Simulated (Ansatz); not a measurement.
## A computed series for SnO: response to strain

Base system: SnO in the litharge type structure (space group P4/nmm, No. 129; a = 3.836 Å, c = 4.757 Å; layered, stacked along the Cartesian z axis). Axes: x, y, z lie along a, b, c of the conventional cell.

Strains are applied to the cell and any free atomic positions relax; under biaxial strain the out-of-plane vector relaxes too.

Calculations: PBE-D3(BJ) (Ansatz, a quantum-chemistry and plane-wave program), scalar-relativistic without spin-orbit coupling, earlier PAW set.

Computed cases, in order: biaxial strain −1.94 %, plane normal [001], relaxed out of plane; biaxial strain −0.59 %, plane normal [001], relaxed out of plane; the unstrained base; biaxial strain +1.35 %, plane normal [001], relaxed out of plane; biaxial strain +1.64 %, plane normal [001], relaxed out of plane.

Q: Between which two neighbouring cases does the band gap open or close?

A: Between the unstrained base (zero) and biaxial strain +1.35 %, plane normal [001], relaxed out of plane (0.20 eV). The whole series: biaxial strain −1.94 %, plane normal [001], relaxed out of plane: zero; biaxial strain −0.59 %, plane normal [001], relaxed out of plane: zero; the unstrained base: zero; biaxial strain +1.35 %, plane normal [001], relaxed out of plane: 0.20 eV; biaxial strain +1.64 %, plane normal [001], relaxed out of plane: 0.25 eV.

Whether these cells are dynamically stable was not tested. The final runs are not spin-polarised. A zero or small gap of SnO can be the functional's error rather than a property of the material.
